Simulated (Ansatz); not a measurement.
Si (Fd-3m), HSE06, rigid bands in Ansatz (a quantum-chemistry and plane-wave program): N_v = 3.28e19 cm⁻³ at 300 K and a hole conductivity mass of 0.324 mₑ.

Q: For 1e17 holes per cm³ at 300 K, place the Fermi level, estimate the Seebeck coefficient of a parabolic band with constant τ, and give mobility and conductivity for τ = 10 fs.

A: The level lies k_BT ln(N_v/p) = 0.150 eV above the valence-band maximum. S ≈ +(k_B/e)[ln(N_v/p) + 5/2] = 715 μV/K, against 711 μV/K from the full bands (mean over directions). μ = eτ/m = 54.3 cm²/(V·s) and σ = peμ = 0.870 S/cm. τ is assumed, not computed.

Band transport and this doping are assumed; polarons and phonon drag are left out. Spin-orbit coupling is left out; where it splits the top of the valence band, N_v and the p-type Seebeck coefficient come out somewhat high without it. Geometry: cell and atoms relaxed with PBEsol.
